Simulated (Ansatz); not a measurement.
Consider interstitial Na in corundum, charge state +1. The step: several atoms move together, Na the farthest; the atom moves 2.78 Å along (-0.33, 0.33, 0.01) of the unit cell; at the end the Na atom holds a host Al site and a host atom stands off its site; the moving atom starts with neighbours 2 Al at 2.24; 6 O at 2.05 Å and ends with Al at 2.21, Al at 2.40; 3 O at 2.02, 3 O at 2.13 Å. DFT values are from Ansatz (plane-wave PAW, 420 eV unless said) in a cell of 120 host sites, spin-restricted, static, with no finite-size correction. The charge state is imposed; whether it is stable for some Fermi level was not computed. Sites that were not tried may lie lower. For the PBE band: the saddle point's order was not checked.

```
Level                                                                      Forward barrier (eV)  Cost of the band or of the saddle's single point
-------------------------------------------------------------------------  --------------------  ------------------------------------------------
CHGNet universal potential (has no charge state), its own band                             1.97                                                 -
PBE, the Γ point alone, band relaxed                                                       2.39                           roughly 17 core-minutes
PBE, a 2×2×2 k-point mesh shifted by half a step along c, same geometries                  2.40                            roughly 3 core-minutes
r2SCAN at 500 eV, the Γ point alone, same geometries                                          ?                      very roughly 90 core-seconds
```

Task: Some entries are withheld; supply them.

Result: 
- r2SCAN at 500 eV, the Γ point alone, same geometries, Forward barrier (eV): 2.46

Ansatz is a quantum-chemistry and plane-wave program.
